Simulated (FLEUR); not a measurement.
FLEUR run on ZrZnNi4 (F-43m, 6 atoms in the cell): self-consistent single point.

Level of theory: PBEsol, all-electron FLAPW (FLEUR), scalar-relativistic valence.

The change in words: lattice scaled by 0.98. Reference geometry:
```xyz
6
Lattice="0.0000 3.3547 3.3547 3.3547 0.0000 3.3547 3.3547 3.3547 0.0000" Properties=species:S:1:pos:R:3 pbc="T T T"
Zr     0.0000     0.0000     0.0000
Zn     5.0320     5.0320     5.0320
Ni     4.1872     2.5222     4.1872
Ni     2.5222     2.5222     2.5222
Ni     2.5222     4.1872     4.1872
Ni     4.1872     4.1872     2.5222
```

Reference input (self-consistent single point, DFT, PBEsol, all-electron FLAPW (FLEUR), scalar-relativistic valence): Kmax = 3.9 1/bohr; GmaxXC = 11.7 1/bohr; xcFunctional = PBEs; jspins = 1; l_soc = F; mode = gauss; fermiSmearingEnergy = 0.00499791 Htr; mesh (inpgen div1-3) = 9 9 9; inpgen gamma flag = false; Gmax = 11.7 1/bohr; numbands = 0; maxIterBroyd = 15. This run's input differs from it in these lines:

```diff
@@ -3,5 +3,5 @@
 &input film=f /
--0.0000000000 6.3394075385 6.3394075385
-6.3394075385 -0.0000000000 6.3394075385
-6.3394075385 6.3394075385 -0.0000000000
+-0.0000000000 6.2126201436 6.2126201436
+6.2126201436 -0.0000000000 6.2126201436
+6.2126201436 6.2126201436 -0.0000000000
 1.0
@@ -48,5 +48,5 @@
          <bravaisMatrix>
-            <row-1>    0.0000000000000000     6.3394075384999997     6.3394075384999997</row-1>
-            <row-2>    6.3394075384999997     0.0000000000000000     6.3394075384999997</row-2>
-            <row-3>    6.3394075384999997     6.3394075384999997     0.0000000000000000</row-3>
+            <row-1>    0.0000000000000000     6.2126201435999997     6.2126201435999997</row-1>
+            <row-2>    6.2126201435999997     0.0000000000000000     6.2126201435999997</row-2>
+            <row-3>    6.2126201435999997     6.2126201435999997     0.0000000000000000</row-3>
          </bravaisMatrix>
```

Output (repeated stretches shortened):

```
 Iteration:     1   Distance:      24.93156857 me/bohr^3
 Iteration:     2   Distance:      14.87116233 me/bohr^3
 Iteration:     3   Distance:      10.09058327 me/bohr^3
 Iteration:     4   Distance:       8.64678442 me/bohr^3
 Iteration:     5   Distance:       4.67417566 me/bohr^3
   [... 14 lines left out ...]
 Iteration:    20   Distance:       0.00008579 me/bohr^3
 Iteration:    21   Distance:       0.00005667 me/bohr^3
 Iteration:    22   Distance:       0.00001475 me/bohr^3
 Iteration:    23   Distance:       0.00000388 me/bohr^3
 Reset of history
 Run finished successfully
 Stop message:
   Structural relaxation: new displacements generated

[file out, last iteration]
             iter=     24
[...]
          total density-effective poten   -1.8343987294E+04
          total charge density-energy d   -4.3193215871E+02
 Updated energy parameters for spin:           1
[...]
 fermi energy and band-weighting factors:
   [... 6 lines left out ...]

[...]
FERMIE:
          first approx. to ef    (T=0)  :   0.422139 htr   (energy of the highest occ. eigenvalue)
          number of occ. states  (T=0)  :       2411
          first approx. to seigv (T=0)  : -35.854270 htr
          sum of weights of occ. states :  44.002743
          sum of semicore charge        :   0.000000 e
          fermi energy=   0.42183 har   work function= -11.47862 ev
   [... lines left out ...]
     k-point=   46
      0.000 0.000 0.000
     k-point=   47
      0.000 0.000 0.000
     k-point=   48
      0.000 0.000 0.000
     k-point=   49
      0.000 0.000 0.000
     k-point=   50
      0.000 0.000 0.000
     k-point=   51
      0.000 0.000 0.000
     k-point=   52
      0.000 0.000 0.000
     k-point=   53
      0.000 0.000 0.000
     k-point=   54
      0.000 0.000 0.000
     k-point=   55
      0.000 0.000 0.000
          sum o
```

The run converged in 23 iterations. FLEUR gives forces in its relaxation mode, with a further iteration, so its stop message speaks of a relaxation. Against the reference run the total energy rises by 16.7 meV/atom.

The starting cell comes from a database of computed structures (which also holds hypothetical and non-ambient phases and stackings), without a prior relaxation at this level. For this run, on top of that: lattice scaled by 0.98. Spin polarisation is off. Values depend on the basis (sphere radii, cutoffs, local orbitals), which need not be converged.

Cost on one core of a shared machine: roughly 7 min.
